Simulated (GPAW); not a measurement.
Worked example: self-consistent single point of BaMg6Zn (Amm2, 8 atoms in the cell) in GPAW.

Method: PBEsol, GPAW PAW datasets PBEsol (made by gpaw-setup) (plane waves; GPAW).

The change in words: lattice scaled by 0.98. Reference geometry:
```
BaMg6Zn
1.0
    5.07320     0.00000     0.00000
    0.00000     3.51003     6.05391
    0.00000    -3.51003     6.05391
Ba Mg Zn
1 6 1
Cartesian
  2.53660   0.00000   8.14940
  0.00000  -1.97621   6.86658
  0.00000   1.97621   6.86658
  0.00000   0.00000   4.03202
  2.53660  -1.84108   5.08891
  2.53660   1.84108   5.08891
  2.53660   0.00000   1.95844
  0.00000   0.00000  10.38039
```

Reference input (self-consistent single point, DFT PBEsol, plane waves, GPAW PAW datasets PBEsol (made by gpaw-setup)): mode = pw; ecut = 850 eV; xc = PBEsol; kpts = 4 3 3; mesh shift (steps) = 0 0 0; occupations.name = methfessel-paxton; occupations.width = 0.136 eV; occupations.order = 0; nbands = -14; symmetry.symmorphic = false; symmetry.tolerance = 0.0005; maxiter = 150. This run's input differs from it in these lines:

```diff
@@ -5,5 +5,5 @@
 atoms = Atoms(['Ba', 'Mg', 'Mg', 'Mg', 'Mg', 'Mg', 'Mg', 'Zn'],
-              cell=[[5.073200, 0.000000, 0.000000],
-                    [0.000000, 3.510025, 6.053905],
-                    [0.000000, -3.510025, 6.053905]],
+              cell=[[4.971736, 0.000000, 0.000000],
+                    [0.000000, 3.439825, 5.932827],
+                    [0.000000, -3.439825, 5.932827]],
               scaled_positions=[[0.500000, 0.673070, 0.673070],
```

The program printed (abridged):

```
     iter     time        total  log10-change:
                         energy   eigst   dens
iter:   1 --:--:--   -13.806444
iter:   2 --:--:--   -14.211208   -0.33  -1.50
iter:   3 --:--:--   -14.174119   -1.13  -1.51
iter:   4 --:--:--   -14.164504   -1.20  -1.55
iter:   5 --:--:--   -14.148819c  -2.18  -1.90
iter:   6 --:--:--   -14.003580   -2.33  -1.98
iter:   7 --:--:--   -13.993585   -3.06  -2.35
iter:   8 --:--:--   -13.987616c  -3.09  -2.48
iter:   9 --:--:--   -13.989235c  -3.82  -2.84
iter:  10 --:--:--   -13.986566c  -3.94  -2.94
iter:  11 --:--:--   -13.986557c  -4.91  -3.45
iter:  12 --:--:--   -13.986507c  -5.66  -3.55
iter:  13 --:--:--   -13.986514c  -5.51  -3.75
iter:  14 --:--:--   -13.986510c  -6.46  -3.81
iter:  15 --:--:--   -13.986480c  -6.32  -3.87
iter:  16 --:--:--   -13.986470c  -5.93  -3.97
iter:  17 --:--:--   -13.986470c  -6.73  -4.37c
iter:  18 --:--:--   -13.986474c  -7.56c -4.42c
Converged after 18 iterations.

Dipole moment: (-0.000000, 0.000000, 1.779931) |e|*Ang

Energy contributions relative to reference atoms: (reference = -302639.585626)

Kinetic:         -8.151539
Potential:      +20.181165
External:        +0.000000
XC:             -25.664614
Entropy (-ST):   -0.058900
Local:           -0.322035
SIC:             +0.000000
--------------------------
Free energy:    -14.015924
Extrapolated:   -13.986474

Showing only first 2 kpts
 Kpt  Band  Eigenvalues  Occupancy
  0    39      3.36429    2.00000
  0    40      3.63625    2.00000
  0    41      4.52707    0.01610
  0    42      5.45044    0.00000

  1    39      3.76644    2.00000
  1    40      4.36026    0.50154
  1    41      4.89652    0.00000
  1    42      5.15913    0.00000

Fermi level: 4.29563

No gap
   [... lines left out ...]
  2 Mg    0.00000   -0.07105   -0.00891
  3 Mg    0.00000    0.00000   -0.03434
  4 Mg    0.00000   -0.01189   -0.03208
  5 Mg    0.00000    0.01189   -0.03208
  6 Mg    0.00000    0.00000    0.01825
  7 Zn    0.00000    0.00000   -0.00448

Stress tensor:
    -0.002419     0.000000     0.000000
     0.000000    -0.004695     0.000000
     0.000000     0.000000    -0.004230
Stress (GPa, Voigt): [-0.3876 -0.7522 -0.6778  0.      0.      0.    ]
```

The run converged in 18 iterations. GPAW prints stress with tension positive. Against the reference run the free energy falls by 2.6 meV/atom, the pressure goes from -1.04 to 0.61 GPa and the largest force moves little (0.097 to 0.098 eV/Å).

The starting cell comes from a database of computed structures (which also holds hypothetical and non-ambient phases and stackings), without a prior relaxation at this level. For this run, on top of that: lattice scaled by 0.98.

Cost on one core of a shared machine: roughly 5 min.
